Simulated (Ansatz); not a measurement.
Take Ga₂O₃ in the corundum structure (space group R-3c, No. 167) as the base.

```yaml
crystal:
  lattice:
    - [2.50017, 1.44347, 4.48293]
    - [-2.50017, 1.44347, 4.48293]
    - [0.00000, -2.88695, 4.48293]
  atoms:
    - { symbol: Ga, position: [0.64430, 0.64430, 0.64430] }
    - { symbol: Ga, position: [0.14430, 0.14430, 0.14430] }
    - { symbol: Ga, position: [0.35570, 0.35570, 0.35570] }
    - { symbol: Ga, position: [0.85570, 0.85570, 0.85570] }
    - { symbol: O, position: [0.75000, 0.44721, 0.05279] }
    - { symbol: O, position: [0.05279, 0.75000, 0.44721] }
    - { symbol: O, position: [0.25000, 0.55279, 0.94721] }
    - { symbol: O, position: [0.55279, 0.94721, 0.25000] }
    - { symbol: O, position: [0.94721, 0.25000, 0.55279] }
    - { symbol: O, position: [0.44721, 0.05279, 0.75000] }
```

Cartesian axes are those of the cell as printed.

Level of theory: PBEsol (Ansatz, a first-principles code; PAW; 420 eV plane waves; no spin-orbit coupling).

Now apply this change: the cell is compressed by 1.50 % along z with no lateral relaxation, atoms relaxed at fixed cell.

Predict the stress tensor and what it implies for the stiffness.

Stress of the strained cell less that of the base (GPa, compression positive):
```
   2.07    0.00    0.00
   0.00    2.07    0.00
   0.00    0.00    5.29
```

Then −Δσ_ii/ε with ε = -0.0150 gives secant stiffness values (nonlinear terms included at this strain): C33 ≈ 353 GPa, C13 ≈ 138 GPa and C23 ≈ 138 GPa.

Stability against distortions was not tested.
